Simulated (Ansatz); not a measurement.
# ZnSe: element substitutions

Start from ZnSe in the zinc blende structure (space group F-43m, No. 216; a = 5.733 Å).

Each row replaces one element on all its sites; cell and atoms are relaxed.

Method: Ansatz (an electronic-structure program) PBE, scalar-relativistic without spin-orbit coupling, earlier PAW set.

Candidates:
(a) Zn → Al
(b) Zn → Cd
(c) Se → S

Before the change:

- Band gap = 1.15 eV

Q: Order them by band gap, highest first.

A: (c) Se → S (2.01 eV), (b) Zn → Cd (0.49 eV), (a) Zn → Al (zero)

No phonon test of stability was made. As relaxed here, AlSe is a hypothetical phase, not in the database extracts checked. The final runs are not spin-polarised. An odd electron count without spin: AlSe.
